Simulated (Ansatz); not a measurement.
**SnO2: band gap against strain**

SnO2 (rutile, P4_2/mnm, 12.176 Å³/atom at rest, c along z) under an equal strain ε in the (001) plane with the normal axis free, as in a coherent film. PBEsol in Ansatz, a plane-wave DFT program (PAW, default set), 420 eV, 7×7×10 Γ-centred mesh, Fermi-Dirac smearing 0.05 eV; ions are relaxed within the symmetry of each cell. Gaps are the smallest over the k-mesh and a band path, without spin-orbit coupling; in all rows the valence edge lies at Γ and the conduction edge at Γ.

Here s stands for strain and Eg for gap.

```csv
strain (%),gap (eV)
0.00,0.919
0.60,0.867
1.20,0.819
1.80,0.774
3.00,?
```

Taking a straight line for Eg over the 4 complete rows: Means: s 0.90000, Eg 0.8448. About the means, the sum of products is -0.14490 and the sum of squares of s is 1.8000; the slope is their ratio. Least squares gives Eg = 0.9172 - 0.08050·s. Residuals (row less fit): 0.0018, -0.0019, -0.0016, 0.0017; standard error 0.0025 (degrees of freedom: 2). Over these rows the gap moves by -8.1 ± 0.2 eV per unit strain.

### Question
Estimate the missing Eg (s = 3.00); what did the run itself give?

### Answer
Eg = 0.9172 - 0.08050 × 3.0 = 0.6757 eV. The calculation gives 0.695 eV, 0.0193 eV above the prediction (8.6 % of the range of Eg in the table). The row lies outside the fitted rows, so this is an extrapolation. From the scatter of the fitted rows alone, a prediction at this place has a standard error of 0.0048 eV, so the miss is 4.0 times that.

One order more, fitted to all 6 runs of the series, follows each within 0.001, so the miss is the next term of a smooth law. Spin-orbit coupling is left out, which can shift this property for SnO2. Rows are the converged runs of the series near zero and its far end; series whose fitted rows scatter by over a few per cent of the range, as at a crossing or softening among them, aren't shown in this form. Most that stay on the fit to the last digits aren't either.
